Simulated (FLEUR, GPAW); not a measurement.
A GPAW input for a self-consistent single point of MnAgO2 (C2/m, 4 atoms in the cell) (DFT PBEsol, plane waves, GPAW PAW datasets PBEsol (made by gpaw-setup)):

```python
from ase import Atoms
from ase.units import GPa
from gpaw import GPAW, PW, FermiDirac

atoms = Atoms(['Mn', 'Ag', 'O', 'O'],
              cell=[[2.783194, -1.456385, 0.000000],
                    [2.783194, 1.456385, 0.000000],
                    [-1.316845, 0.000000, 6.231952]],
              scaled_positions=[[0.500000, 0.500000, 0.500000],
                                [0.000000, 0.000000, 0.000000],
                                [0.100990, 0.100990, 0.335620],
                                [0.899010, 0.899010, 0.664380]],
              pbc=True)

atoms.set_initial_magnetic_moments([4.0, 0.0, 0.0, 0.0])

calc = GPAW(spinpol=True,
            mode=PW(950),
            xc='PBEsol',
            kpts=(7, 7, 3),
            occupations=FermiDirac(0.05),
            nbands=-12,
            convergence={'density': 1e-05, 'energy': 1e-05},
            symmetry={'symmorphic': False, 'tolerance': 0.0005},
            maxiter=150)

atoms.calc = calc

energy = atoms.get_potential_energy()
print('Energy (eV):', round(energy, 6))
forces = atoms.get_forces()
print('Forces (eV/Ang):')
print(forces.round(5))
stress = atoms.get_stress()
print('Stress (GPa, Voigt):', (stress / GPa).round(4))
```

Question: Give the FLEUR input for the same structure, mesh, smearing and functional.

Answer: One input that does it (others would too):

Input of the input generator:

```
scf MnAgO2
&input film=f /
5.2594744117 -2.7521687820 0.0000000000
5.2594744117 2.7521687820 0.0000000000
-2.4884763986 0.0000000000 11.7766825018
1.0
1.0 1.0 1.0

4
25 0.5000000000 0.5000000000 0.5000000000 : 4.00
47 0.0000000000 0.0000000000 0.0000000000 : 0.00
8 0.1009900000 0.1009900000 0.3356200000 : 0.00
8 0.8990100000 0.8990100000 0.6643800000 : 0.00

&comp jspins=2 /
&exco xctyp='PBEs' /
&kpt div1=7 div2=7 div3=3 /
&end /
```

```xml
<?xml version="1.0" encoding="UTF-8" standalone="no"?>
<fleurInput fleurInputVersion="0.39">
   <comment>
      scf MnAgO2                                                                                          
   </comment>
   <calculationSetup>
      <cutoffs Kmax="4.7" Gmax="18.8" GmaxXC="18.8" numbands="0"/>
      <scfLoop itmax="80" minDistance="0.00001" maxIterBroyd="99" imix="Anderson" alpha="0.05" precondParam="0.0" spinf="2.0"/>
      <coreElectrons ctail="T" frcor="F" kcrel="0" coretail_lmax="0"/>
      <xcFunctional name="PBEs" relativisticCorrections="F"/>
      <magnetism jspins="2"/>
      <soc l_soc="F" theta="0.0" phi="0.0" spav="F"/>
      <expertModes spex="0" secvar="F"/>
      <geometryOptimization l_f="T" forcealpha="1.0" forcemix="BFGS" epsdisp="0.00001" epsforce="0.00001"/>
      <ldaU l_linMix="F" mixParam="0.05" spinf="1.0"/>
   </calculationSetup>
   <cell>
      <bzIntegration valenceElectrons="44.0" mode="hist" fermiSmearingEnergy="0.00183747">
         <kPointListSelection listName="default-1"/>
         <!-- k-points included here -->
         <xi:include xmlns:xi="http://www.w3.org/2001/XInclude" href="kpts.xml"> </xi:include>
      </bzIntegration>
      <!-- symmetry operations included here -->
      <xi:include xmlns:xi="http://www.w3.org/2001/XInclude" href="sym.xml"> </xi:include>
      <bulkLattice scale="1.0">
         <bravaisMatrix>
            <row-1>    5.2594744117000003    -2.7521687820000000     0.0000000000000000</row-1>
            <row-2>    5.2594744117000003     2.7521687820000000     0.0000000000000000</row-2>
            <row-3>   -2.4884763986000000     0.0000000000000000    11.7766825017999999</row-3>
         </bravaisMatrix>
      </bulkLattice>
   </cell>
   <atomSpecies>
      <species name="Manganese 4.000" element="Mn" atomicNumber="25">
         <mtSphere radius="2.19" gridPoints="757" logIncrement="0.016"/>
         <atomicCutoffs lmax="8" lnonsphr="6"/>
         <electronConfig flipSpins="F">
            <coreConfig>(1s1/2) (2s1/2) (2p1/2) (2p3/2)</coreConfig>
            <valenceConfig>(3s1/2) (3p1/2) (3p3/2) (4s1/2) (3d3/2) (3d5/2)</valenceConfig>
            <stateOccupation state="(3d3/2)" spinUp="1.5" spinDown="0.5"/>
            <stateOccupation state="(3d5/2)" spinUp="3.0" spinDown="0.0"/>
         </electronConfig>
         <energyParameters s="4" p="4" d="3" f="4"/>
         <lo type="SCLO" l="0" n="3" eDeriv="0"/>
         <lo type="SCLO" l="1" n="3" eDeriv="0"/>
      </species>
      <species name="Silver (Ag)" element="Ag" atomicNumber="47">
         <mtSphere radius="2.46" gridPoints="849" logIncrement="0.015"/>
         <atomicCutoffs lmax="10" lnonsphr="8"/>
         <electronConfig flipSpins="F">
            <coreConfig>(1s1/2) (2s1/2) (2p1/2) (2p3/2) (3s1/2) (3p1/2) (3p3/2) (4s1/2) (3d3/2) (3d5/2)</coreConfig>
            <valenceConfig>(4p1/2) (4p3/2) (5s1/2) (4d3/2) (4d5/2)</valenceConfig>
            <stateOccupation state="(5s1/2)" spinUp="0.5" spinDown="0.5"/>
         </electronConfig>
         <energyParameters s="5" p="5" d="4" f="4"/>
         <lo type="SCLO" l="1" n="4" eDeriv="0"/>
         <lo type="HELO" l="2" n="5" eDeriv="0"/>
      </species>
      <species name="Oxygen (O)" element="O" atomicNumber="8">
         <mtSphere radius="1.23" gridPoints="427" logIncrement="0.024"/>
         <atomicCutoffs lmax="6" lnonsphr="4"/>
         <electronConfig flipSpins="F">
            <coreConfig>(1s1/2)</coreConfig>
            <valenceConfig>(2s1/2) (2p1/2) (2p3/2)</valenceConfig>
            <stateOccupation state="(2p1/2)" spinUp="0.6666666667" spinDown="0.6666666667"/>
            <stateOccupation state="(2p3/2)" spinUp="1.333333333" spinDown="1.333333333"/>
         </electronConfig>
         <energyParameters s="2" p="2" d="3" f="4"/>
      </species>
   </atomSpecies>
   <atomGroups>
      <atomGroup species="Manganese 4.000">
         <relPos label="                   1">1.000/2.000 1.000/2.000 1.000/2.000</relPos>
         <force calculate="T" relaxXYZ="TTT"/>
      </atomGroup>
      <atomGroup species="Silver (Ag)">
         <relPos label="                   2">.0000000000 .0000000000 .0000000000</relPos>
         <force calculate="T" relaxXYZ="TTT"/>
      </atomGroup>
      <atomGroup species="Oxygen (O)">
         <relPos label="                   3">.1009900000 .1009900000 .3356200000</relPos>
         <relPos label="                   4">-.1009900000 -.1009900000 -.3356200000</relPos>
         <force calculate="T" relaxXYZ="TTT"/>
      </atomGroup>
   </atomGroups>
   <output dos="F" band="F" slice="F">
      <checks vchk="F" cdinf="F"/>
      <bandDOS minEnergy="-.5*Htr" maxEnergy="0.5*Htr" sigma="0.015" storeEVData="T"/>
      <vacuumDOS vacdos="F" integ="F" star="F" nstars="0" locx1="0.0" locy1="0.0" locx2="0.0" locy2="0.0" nstm="0" tworkf="0.0"/>
      <unfoldingBand unfoldBand="F" supercellX="1" supercellY="1" supercellZ="1"/>
      <plotting iplot="0" polar="F">
         <plot TwoD="T" vec1="  1.0  0.0  0.0" vec2="  0.0  1.0  0.0" vec3="  0.0  0.0  1.0" zero="  0.0  0.0  0.0" file="plot"/>
      </plotting>
      <chargeDensitySlicing numkpt="0" minEigenval="0.0" maxEigenval="0.0" nnne="0" pallst="F"/>
      <specialOutput eonly="F"/>
      <magneticCircularDichroism mcd="F" energyLo="-10.0" energyUp="0.0"/>
   </output>
  <!-- We include the file relax.xml here to enable relaxations (see documentation) -->
  <xi:include xmlns:xi="http://www.w3.org/2001/XInclude" href="relax.xml"> <xi:fallback/> </xi:include>
</fleurInput>
```

Basis settings and potentials, where a program has them, do not carry over. This input uses DFT, PBEsol, all-electron FLAPW (FLEUR), scalar-relativistic valence.

The starting cell comes from a database of computed structures (which also holds hypothetical and non-ambient phases and stackings), without a prior relaxation at this level. Its lattice was rescaled by a random factor within 2.5 % of one.
